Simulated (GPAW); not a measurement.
**A self-consistent single point of Ca₃ZnSe₄ (P-43m, 8 atoms in the cell) with GPAW**

Method of the run: LDA (Perdew-Wang 92), GPAW PAW datasets LDA (gpaw-data 1.0.1) (plane waves; GPAW).

This input was run:

```python
from ase import Atoms
from ase.units import GPa
from gpaw import GPAW, PW

atoms = Atoms(['Ca', 'Ca', 'Ca', 'Zn', 'Se', 'Se', 'Se', 'Se'],
              cell=[[6.332052, 0.000000, 0.000000],
                    [0.000000, 6.332052, 0.000000],
                    [0.000000, 0.000000, 6.332052]],
              positions=[[0.000000, 3.166026, 3.166026],
                         [3.166026, 0.000000, 3.166026],
                         [3.166026, 3.166026, 0.000000],
                         [0.000000, 0.000000, 0.000000],
                         [4.875110, 4.875110, 1.456942],
                         [4.875110, 1.456942, 4.875110],
                         [1.456942, 1.456942, 1.456942],
                         [1.456942, 4.875110, 4.875110]],
              pbc=True)

calc = GPAW(mode=PW(800),
            xc='LDA',
            kpts=(3, 3, 3),
            occupations={'name': 'fixed-uniform'},
            nbands=-4,
            convergence={'bands': -2},
            symmetry={'symmorphic': False, 'tolerance': 0.0005},
            maxiter=150)

atoms.calc = calc

energy = atoms.get_potential_energy()
print('Energy (eV):', round(energy, 6))
forces = atoms.get_forces()
print('Forces (eV/Ang):')
print(forces.round(5))
stress = atoms.get_stress()
print('Stress (GPa, Voigt):', (stress / GPa).round(4))
```

Log, with long lists cut:

```
Input parameters:
  convergence: {bands: -2}
  kpts: [3 3 3]
  maxiter: 150
  mode: {ecut: 800.0,
         name: pw}
  nbands: -4
  occupations: {name: fixed-uniform}
  symmetry: {symmorphic: False,
             tolerance: 0.0005}

species:
  Ca:
    name: Calcium
    Z: 20.0
    valence: 10
    core: 10
    charge: 0.0
    file: Ca.LDA.gz

    # Using partial waves for Ca as LCAO basis

  Zn:
    name: Zinc
    Z: 30.0
    valence: 12
    core: 18
    charge: 0.0
    file: Zn.LDA.gz

    # Using partial waves for Zn as LCAO basis

  Se:
    name: Selenium
    Z: 34.0
    valence: 6
    core: 28
    charge: 0.0
    file: Se.LDA.gz

    # Using partial waves for Se as LCAO basis

Reference energy: -368255.834829  # eV

Spin-paired calculation

Convergence criteria:
 Maximum [total energy] change in last 3 cyles: 0.0005 eV / valence electron
 Maximum integral of absolute [dens]ity change: 0.0001 electrons / valence electron
 Maximum integral of absolute [eigenst]ate change: 4e-08 eV^2 / valence electron
 Maximum number of scf [iter]ations: 150

Symmetries present (total): 24
Symmetries with fractional translations: 0
27 k-points: 3 x 3 x 3 Monkhorst-Pack grid
4 k-points in the irreducible part of the Brillouin zone
       k-points in crystal coordinates                weights
   0:     0.00000000    0.00000000    0.00000000          1/27
   1:     0.33333333    0.00000000    0.00000000          6/27
   2:     0.33333333    0.33333333    0.00000000         12/27
   3:     0.33333333    0.33333333    0.33333333          8/27

Wave functions: Plane wave expansion
  Cutoff energy: 800.000 eV
  Number of coefficients (min, max): 13006, 13133
  Pulay-stress correction: 0.000000 eV/Ang^3 (de/decut=0.000000)

Occupation numbers: # Uniform distribution of occupation numbers

Eigensolver

Densities:
  Coarse grid: 42*42*42 grid
  Fine grid: 84*84*84 grid
  Total Charge: 0.000000

Density mixing:
  Method: separate
  Backend: pulay
  Linear mixing parameter: 0.05
  old densities: 5
  Damping of long wavelength oscillations: 50

Hamiltonian:
  XC and Coulomb potentials evaluated on a 84*84*84 grid
  External potential:
    NoExternalPotential

Number of atoms: 8
Number of atomic orbitals: 40
Number of bands in calculation: 37
Number of valence electrons: 66
Bands to converge: 35

Density initialized from atomic densities
  37 bands from LCAO basis set

Atomic positions and initial magnetic moments

Positions:
   0 Ca     0.000000    3.166026    3.166026    ( 0.0000,  0.0000,  0.0000)
   1 Ca     3.166026    0.000000    3.166026    ( 0.0000,  0.0000,  0.0000)
   2 Ca     3.166026    3.166026    0.000000    ( 0.0000,  0.0000,  0.0000)
   3 Zn     0.000000    0.000000    0.000000    ( 0.0000,  0.0000,  0.0000)
   4 Se     4.875110    4.875110    1.456942    ( 0.0000,  0.0000,  0.0000)
   5 Se     4.875110    1.456942    4.875110    ( 0.0000,  0.0000,  0.0000)
   6 Se     1.456942    1.456942    1.456942    ( 0.0000,  0.0000,  0.0000)
   7 Se     1.456942    4.875110    4.875110    ( 0.0000,  0.0000,  0.0000)

Unit cell:
           periodic     x           y           z      points  spacing
  1. axis:    yes    6.332052    0.000000    0.000000    42     0.1508
  2. axis:    yes    0.000000    6.332052    0.000000    42     0.1508
  3. axis:    yes    0.000000    0.000000    6.332052    42     0.1508

  Lengths:   6.332052   6.332052   6.332052
  Angles:   90.000000  90.000000  90.000000

Effective grid spacing dv^(1/3) = 0.1508

     iter     time        total  log10-change:
                         energy   eigst   dens
iter:   1 --:--:--   -37.220693   +0.53
iter:   2 --:--:--   -37.520781   +0.13  -1.05
iter:   3 --:--:--   -36.990843   -0.41  -1.11
iter:   4 --:--:--   -36.985342   -0.57  -1.29
iter:   5 --:--:--   -36.935164   -1.10  -1.55
iter:   6 --:--:--   -36.829040   -1.35  -1.72
iter:   7 --:--:--   -36.821022   -1.67  -2.34
iter:   8 --:--:--   -36.833688c  -1.73  -2.30
iter:   9 --:--:--   -36.825804c  -1.91  -2.37
iter:  10 --:--:--   -36.820664c  -2.21  -2.82
iter:  11 --:--:--   -36.815545c  -2.25  -2.94
iter:  12 --:--:--   -36.816041c  -2.44  -3.05
iter:  13 --:--:--   -36.815479c  -2.71  -3.40
   [... 3 lines left out ...]
iter:  17 --:--:--   -36.815229c  -3.26  -3.75
iter:  18 --:--:--   -36.815316c  -3.36  -3.75
iter:  19 --:--:--   -36.815284c  -3.43  -3.69
iter:  20 --:--:--   -36.815206c  -3.72  -3.76
iter:  21 --:--:--   -36.815207c  -3.93  -3.97
iter:  22 --:--:--   -36.815224c  -4.00  -4.16c
iter:  23 --:--:--   -36.815210c  -4.20  -4.26c
iter:  24 --:--:--   -36.815203c  -4.34  -4.32c
iter:  25 --:--:--   -36.815205c  -4.51  -4.54c
iter:  26 --:--:--   -36.815204c  -4.71  -4.76c
iter:  27 --:--:--   -36.815203c  -4.80  -4.85c
   [... 14 lines left out ...]
iter:  42 --:--:--   -36.815203c  -6.78  -6.05c
iter:  43 --:--:--   -36.815203c  -6.99  -6.18c
iter:  44 --:--:--   -36.815203c  -7.19  -6.67c
iter:  45 --:--:--   -36.815203c  -7.13  -6.79c
iter:  46 --:--:--   -36.815203c  -7.36  -6.72c
iter:  47 --:--:--   -36.815203c  -7.51c -6.95c

Converged after 47 iterations.

Dipole moment: (0.000000, 0.000000, 0.000000) |e|*Ang

Energy contributions relative to reference atoms: (reference = -368255.834829)

Kinetic:        +42.301873
Potential:      -35.059713
External:        +0.000000
XC:             -42.257220
Entropy (-ST):   +0.000000
Local:           -1.800144
SIC:             +0.000000
--------------------------
Free energy:    -36.815203
Extrapolated:   -36.815203

Showing only first 2 kpts
 Kpt  Band  Eigenvalues  Occupancy
  0    31      1.44934    2.00000
  0    32      1.44934    2.00000
  0    33      3.38971    0.00000
  0    34      4.82582    0.00000

  1    31      1.50495    2.00000
  1    32      1.50495    2.00000
  1    33      4.48357    0.00000
  1    34      5.10018    0.00000

Fermi level: 2.44867

Gap: 1.882 eV
Transition (v -> c):
  (s=0, k=2, n=32, [0.33, 0.33, 0.00]) -> (s=0, k=0, n=33, [0.00, 0.00, 0.00])
Direct/indirect transitions are different
Direct gap: 1.940 eV
Transition at: (s=0, k=0, n=32, [0.00, 0.00, 0.00])
Energy (eV): -36.815203

Forces in eV/Ang:
  0 Ca   -0.00000   -0.00000    0.00000
  1 Ca    0.00000   -0.00000    0.00000
  2 Ca    0.00000   -0.00000   -0.00000
  3 Zn   -0.00000   -0.00000   -0.00000
  4 Se    0.10547    0.10547   -0.10547
  5 Se    0.10547   -0.10547    0.10547
  6 Se   -0.10547   -0.10547   -0.10547
  7 Se   -0.10547    0.10547    0.10547

Stress tensor:
     0.013966     0.000000     0.000000
     0.000000     0.013966     0.000000
     0.000000     0.000000     0.013966
Stress (GPa, Voigt): [2.2376 2.2376 2.2376 0.     0.     0.    ]
```

The run converged in 47 iterations. GPAW prints stress with tension positive.

The starting cell comes from a database of computed structures (which also holds hypothetical and non-ambient phases and stackings), without a prior relaxation at this level. Its lattice was rescaled by a random factor within 2.5 % of one.

Cost on one core of a shared machine: roughly 80 s.
